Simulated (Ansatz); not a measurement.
## A constructed model of the (100) surface of fcc Ag, a layer of Rh in place of the second plane (bottom of the slab: a bare face, its two planes held)

Method: PBE (plane waves to 420 eV, PAW; Ansatz, a first-principles code).

Slab: 6 atoms, 10.3 Å thick at the start (thin: gaps and levels are the slab's own); k 13x13x1, smearing 0.1 eV, dipole-corrected; 2 atoms held, the rest relaxed; start symmetry kept, larger cells not searched; no spin, no spin-orbit, no U. It is one candidate, not shown to be the stable structure of the face.

```yaml
work_function_of_the_top_face: 4.35 eV
energy_released_by_relaxation: 0.090 eV
cost: around 70 core-seconds (rough)
```
